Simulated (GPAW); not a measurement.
Band structure of Ga (Cmce, 4 atoms in the cell).

```
CELL_PARAMETERS angstrom
      2.19253    -3.75872     0.00000
      2.19253     3.75872     0.00000
      0.00000     0.00000     4.50721
ATOMIC_POSITIONS crystal
  Ga 0.65570 0.34430 0.41540
  Ga 0.34430 0.65570 0.58460
  Ga 0.84430 0.15570 0.91540
  Ga 0.15570 0.84430 0.08460
```

Computed with PBE, GPAW PAW datasets PBE (gpaw-data 1.0.1) (plane waves; GPAW).

Settings: mode = pw; ecut = 550 eV; xc = PBE; kpts = 7 7 6; mesh shift (steps) = 0 0 0; occupations.name = methfessel-paxton; occupations.width = 0.272 eV; occupations.order = 0; nbands = -8; convergence.forces = 0.001 eV/Å; symmetry.symmorphic = false; symmetry.tolerance = 0.0005; maxiter = 150; bandpath_npoints = 40.

The starting cell comes from a database of computed structures (which also holds hypothetical and non-ambient phases and stackings), without a prior relaxation at this level. Its lattice was rescaled by a random factor within 2.5 % of one.

Levels in eV from the Fermi level, bands 3 to 10:
```csv
point,3,4,5,6,7,8,9,10
Γ,-4.12,-1.84,-1.42,-0.86,0.92,1.04,1.07,5.40
X,-6.77,-1.37,-1.33,-0.25,-0.19,0.81,1.83,3.17
S,-3.56,-3.56,-1.67,-1.67,0.56,0.56,4.25,4.25
R,-6.58,-6.58,-1.69,-1.69,0.49,0.49,7.53,7.53
A,-6.30,-6.30,-3.93,-3.93,4.47,4.47,5.27,5.27
Z,-0.08,-0.08,0.05,0.05,0.24,0.24,2.03,2.03
Y,-4.04,-3.45,-2.01,-1.87,0.94,0.96,3.63,3.80
X1,-6.77,-1.37,-1.33,-0.25,-0.19,0.81,1.83,3.17
A1,-6.30,-6.30,-3.93,-3.93,4.47,4.47,5.27,5.27
T,-5.59,-5.59,-1.42,-1.42,-0.85,-0.85,6.66,6.66
```

Bands cross the Fermi level along this path, so the cell is metallic at this level.
